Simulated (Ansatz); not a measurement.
Start from SiO$_{2}$ in the CdI2 type structure (space group P-3m1, No. 164; a hypothetical phase, not in the database extracts checked; layered, stacked along the Cartesian z axis).

```
SiO2
1.0
    2.67027     0.00000     0.00000
   -1.33513     2.31252     0.00000
    0.00000     0.00000     4.54215
Si O
1 2
Direct
  0.00000   0.00000   0.00000
  0.66667   0.33333   0.19876
  0.33333   0.66667   0.80124
```

Level of theory: plane-wave PAW DFT at the r2SCAN+rVV10 level (Ansatz, a program for electronic structure, 500 eV), no SOC.

Base values:

* **Band gap**: 7.21 eV

Modification: a free-standing slab of 2 layers (6 atoms, 3 a layer) is cut normal to the stacking axis, with 15 Å of vacuum and the in-plane cell relaxed.

Problem. What does the calculation give for the thickness between the outermost nuclei after the change?

Solution. The thickness between the outermost nuclei comes out as 6.38 Å.

Problem. Estimate the effect on the excess energy per area of both faces.

Solution. The excess energy per area of both faces (slab less bulk energy over the cell's area: twice a surface energy) is 0.33 J/m².

Problem. What does the calculation give for the band gap after the change?

Solution. The band gap goes up by 0.37 eV, from 7.21 eV to 7.58 eV.

Problem. Predict the new electron mass.

Solution. The electron mass (in plane) comes out as 0.40 mₑ (at Γ).

The excess energy carries the mismatch between the slab's and the bulk's meshes. Masses are band curvatures over ±0.01 Å⁻¹ around the edge. Stability against distortions was not tested.
